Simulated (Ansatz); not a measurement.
Results of PBE in Ansatz (PAW) for AlZnNO (model structure, started from the AlSiCN type, P3m1, No. 156, 4 atoms in the cell).

Settings: plane-wave cutoff 520 eV, 12×12×6 k mesh (along the axes of the cell as run), Fermi–Dirac smearing 0.01 eV, scalar-relativistic PAW data made under PBE.

Cell (relaxed at this level):

AlZnNO is modelled in the trigonal space group P3m1 (No. 156), Pearson symbol hP4. Lattice parameters: a = 3.1668 Å, b = 3.1668 Å, c = 5.2069 Å, α = 90.00°, β = 90.00°, γ = 120.00°. Al on 1b is surrounded by 1 O at 1.830 Å and 3 N at 1.903 Å (tetrahedral). Zn on 1c sees 1 N at 1.983 Å and 3 O at 2.023 Å (tetrahedral). O on 1b is surrounded by 1 Al at 1.830 Å and 3 Zn at 2.023 Å (tetrahedral). N on 1c is surrounded by 3 Al at 1.903 Å and 1 Zn at 1.983 Å (tetrahedral). (Neighbours: up to the widest gap in distance over summed covalent radii, below 1.35, at either atom; cation-cation and far metal-metal contacts left out.)

Q: Give the computed band gap and bulk modulus.

A: 
- band gap = 2.20 eV (on the SCF k mesh)
- bulk modulus = 162 GPa

Note: the bulk modulus is −V dP/dV from two relaxed cells at ±2 % in volume; the relaxation could raise the start's symmetry but not lower it, so the cell can be a saddle point.

Computed values are for the static lattice.

A model structure was made by putting elements into a prototype or built by hand; it is no filed structure, need not be a known phase, and can be a saddle point held by its symmetry.

Ansatz is a first-principles code.
